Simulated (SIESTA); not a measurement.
Input and output of a self-consistent single point for Br (Cmce, 4 atoms in the cell) (SIESTA).

Method: GGA PBE, numerical atomic orbitals DZP, PseudoDojo PBE standard norm-conserving potentials (rewritten from UPF to PSML) (SIESTA).

The change in words: lattice scaled by 0.98. Reference geometry:
```xyz
4
Lattice="2.2888 -3.4077 0.0000 2.2888 3.4077 0.0000 0.0000 0.0000 8.9101" Properties=species:S:1:pos:R:3 pbc="T T T"
Br     3.9414     0.0000     7.9211
Br     2.9251     0.0000     3.4660
Br     1.6525     0.0000     5.4441
Br     0.6363     0.0000     0.9890
```

Reference input (self-consistent single point, DFT, GGA PBE, numerical atomic orbitals DZP, PseudoDojo PBE standard norm-conserving potentials (rewritten from UPF to PSML)): XC.functional = GGA; XC.authors = PBE; potentials = PseudoDojo PBE standard; PAO.BasisSize = DZP; PAO.EnergyShift = 0.005 Ry; MeshCutoff = 350 Ry; kgrid.MonkhorstPack = 5 5 2; OccupationFunction = FD; ElectronicTemperature = 232.09 K; MaxSCFIterations = 150; SCF.Mixer.Method = Pulay; SCF.Mixer.Weight = 0.25. This run's input differs from it in these lines:

```diff
@@ -11,5 +11,5 @@
 %block LatticeVectors
-     2.288832000   -3.407703000   -0.000000000
-     2.288832000    3.407703000    0.000000000
-     0.000000000    0.000000000    8.910096000
+     2.243055000   -3.339549000   -0.000000000
+     2.243055000    3.339549000    0.000000000
+     0.000000000    0.000000000    8.731894000
 %endblock LatticeVectors
@@ -17,6 +17,6 @@
 %block AtomicCoordinatesAndAtomicSpecies
-     3.941368704    0.000000000    7.921075344  1
-     2.925127296    0.000000000    3.466027344  1
-     1.652536704    0.000000000    5.444068656  1
-     0.636295296   -0.000000000    0.989020656  1
+     3.862540710   -0.000000000    7.762653766  1
+     2.866624290    0.000000000    3.396706766  1
+     1.619485710   -0.000000000    5.335187234  1
+     0.623569290    0.000000000    0.969240234  1
 %endblock AtomicCoordinatesAndAtomicSpecies
```

The program printed (abridged):

```
        iscf     Eharris(eV)        E_KS(eV)     FreeEng(eV)     dDmax    Ef(eV) dHmax(eV)
   scf:    1    -1707.678123    -1710.648231    -1710.648231  0.609080 -4.086910  1.156050
   scf:    2    -1710.953478    -1710.810540    -1710.810540  0.039802 -4.306865  0.737755
   scf:    3    -1710.963301    -1710.900338    -1710.900338  0.055392 -4.626370  0.124506
   scf:    4    -1710.913545    -1710.907868    -1710.907868  0.014149 -4.672923  0.024500
   scf:    5    -1710.908284    -1710.908109    -1710.908109  0.002944 -4.670877  0.004321
   scf:    6    -1710.908118    -1710.908114    -1710.908114  0.000276 -4.670884  0.001984
   scf:    7    -1710.908117    -1710.908116    -1710.908116  0.000483 -4.670466  0.000446
   scf:    8    -1710.908116    -1710.908116    -1710.908116  0.000051 -4.670716  0.000055
   scf:    9    -1710.908116    -1710.908116    -1710.908116  0.000009 -4.670701  0.000011
SCF Convergence by DM+H criterion
max |DM_out - DM_in|         :     0.0000089745
max |H_out - H_in|      (eV) :     0.0000106175
SCF cycle converged after 9 iterations

Using DM_out to compute the final energy and forces

siesta: E_KS(eV) =            -1710.9081

siesta: E_KS - E_eggbox =     -1710.9081

siesta: Atomic forces (eV/Ang):
     1   -0.606710   -0.000000   -1.119650
     2    0.606710    0.000000   -1.119650
     3   -0.606710   -0.000000    1.119650
     4    0.606710    0.000000    1.119650
   Tot    0.000000   -0.000000    0.000000
   Max    1.119650
   Res    0.735235    sqrt( Sum f_i^2 / 3N )
   Max    1.119650    constrained

Stress tensor Voigt[x,y,z,yz,xz,xy] (kbar):       -7.80       -0.57      -31.13       -0.00       -0.00       -0.00
(Free)E + p*V (eV/cell)    -1709.8331
   [... lines left out ...]
siesta: FreeEng =     -1710.908116
   [... lines left out ...]
siesta:    -0.004866   -0.000000   -0.000000
siesta:    -0.000000   -0.000358   -0.000000
siesta:    -0.000000   -0.000000   -0.019430

siesta: Cell volume =        130.817605 Ang**3

siesta: Pressure (static):
siesta:                Solid            Molecule  Units
siesta:           0.00008950          0.00027390  Ry/Bohr**3
siesta:           0.00821791          0.02514807  eV/Ang**3
siesta:          13.16653604         40.29164840  kBar
```

The run converged in 9 iterations. Against the reference run the free energy goes up by 4.0 meV/atom, the pressure goes from -0.57 to 1.32 GPa, the largest force goes from 0.638 to 1.273 eV/Å and the gap on the mesh goes from 1.529 to 1.704 eV.

The starting cell has typed, rounded lattice constants, without a prior relaxation at this level. Its lattice was rescaled by a random factor within 2.5 % of one. For this run, on top of that: lattice scaled by 0.98. Values carry the incompleteness of an atom-centred basis. Forces in this geometry exceed 1 eV/Å.
